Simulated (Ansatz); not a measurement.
Take BaZrO$_{3}$ in the cubic perovskite structure (space group Pm-3m, No. 221; a = 4.181 Å) as the base.

The values are results of plane-wave PAW DFT at the PBEsol level (Ansatz, a first-principles code, 420 eV), spin-orbit coupling left out, not measurements.

For the base:

Pressure: -0.01 GPa

It is then changed as follows: every lattice vector is shortened by 2.40 %; the atoms relax in the strained cell.

Problem. How does this affect the pressure?

Solution. The pressure rises by 13.952 GPa (-0.01 GPa → 13.95 GPa).

Problem. Estimate the effect on the energy relative to the base.

Solution. The energy increases by 42 meV/atom.

No phonon test of stability was made.
